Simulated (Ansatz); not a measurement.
The starting structures come from a database of crystals and need not be the phases stable at ambient conditions.

Tunnelling through a barrier is set by its complex band structure: the current falls as exp(−2κd) with the smallest κ.

Data:

```
SrH2O2
1.0
    6.01057     0.00000     0.00000
    0.00000     9.83839     0.00000
    0.00000     0.00000     3.91296
Sr H O
4 8 8
Direct
  0.39757   0.65952   0.75000
  0.60243   0.34048   0.25000
  0.89757   0.84048   0.25000
  0.10243   0.15952   0.75000
  0.62874   0.97353   0.75000
  0.37126   0.02647   0.25000
  0.12874   0.52647   0.25000
  0.87126   0.47353   0.75000
  0.81507   0.59207   0.25000
  0.18493   0.40793   0.75000
  0.31507   0.90793   0.75000
  0.68493   0.09207   0.25000
  0.87308   0.37519   0.75000
  0.12692   0.62481   0.25000
  0.37308   0.12481   0.25000
  0.62692   0.87519   0.75000
  0.65427   0.60635   0.25000
  0.34573   0.39365   0.75000
  0.15427   0.89365   0.75000
  0.84573   0.10635   0.25000
```

Space group of this cell: Pnma. The cell is taken as given.

Transport runs along the normal of the first two printed cell vectors.

The gap is the functional's own. No spin-orbit coupling. Mid-gap values are interpolated on the energy grid.

### Question
Predict the band gap and the smallest decay constant κ at mid-gap from r2SCAN (Ansatz, a first-principles code).

### Answer
Gap 4.80 eV on a 6×4×8 mesh; κ = 0.387 1/Å, at the zone centre.
